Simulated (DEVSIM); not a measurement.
**Si n-i-p diode**

Device: Si n-i-p diode, at 300 K.

| layer (left to right) | material | thickness (μm) | Nd (cm⁻³) | Na (cm⁻³) | τn (s) | τp (s) |
|---|---|---|---|---|---|---|
| 1 | Si | 1.20 | 8.6e17 | - | 2.3e-7 | 2.3e-7 |
| 2 | Si | 1.90 | - | 9.7e13 | 2.3e-7 | 2.3e-7 |
| 3 | Si | 0.790 | - | 1.2e19 | 2.3e-7 | 2.3e-7 |

Left contact: ohmic. Right contact: ohmic. Voltage is applied to the left contact. Recombination: SRH at mid-gap. Mobility is μmin + (μ − μmin)/(1 + (N/Nref)^α).

Constants are typed, rounded textbook-type inputs, not results; the design itself was drawn at random and stands for no fabricated device. Values at 300 K.

```tsv
parameter	Si
gap (eV)	1.124
affinity (eV)	4.05
permittivity	11.7
Nc (cm⁻³)	2.86e19
Nv (cm⁻³)	3.1e19
μn (cm²/Vs)	1417
μp (cm²/Vs)	470
μn,min	52
μp,min	45
Nref,n	9.7e16
Nref,p	2.2e17
αn	0.68
αp	0.72
```

Simulated with DEVSIM: 1D drift-diffusion, Boltzmann statistics, complete ionisation; no tunnelling, impact ionisation, image-force lowering or self-heating.

The potential step across the device at zero bias comes out as 1.009 V, the dark forward voltage at 1 A/cm² is 0.701 V and the dark forward voltage at 100 A/cm² comes out as 0.839 V.

Small-signal capacitance in reverse bias (quasi-static):

```
V (V)  C (nF/cm²)
-----  ----------
0.1          6.27
0.25         6.09
0.5          5.92
0.75         5.82
1            5.75
1.5          5.67
2            5.62
2.5          5.59
3.25         5.56
4            5.53
5            5.51
```

Dark reverse current:

| V (V) | J (A/cm²) |
|---|---|
| 0.10 | 1.2e-7 |
| 0.25 | 2.1e-7 |
| 0.50 | 3.0e-7 |
| 0.75 | 3.7e-7 |
| 1.00 | 4.1e-7 |
| 1.50 | 4.8e-7 |
| 2.00 | 5.1e-7 |
| 2.50 | 5.4e-7 |
| 3.25 | 5.7e-7 |
| 4.00 | 5.9e-7 |
| 5.00 | 6.1e-7 |
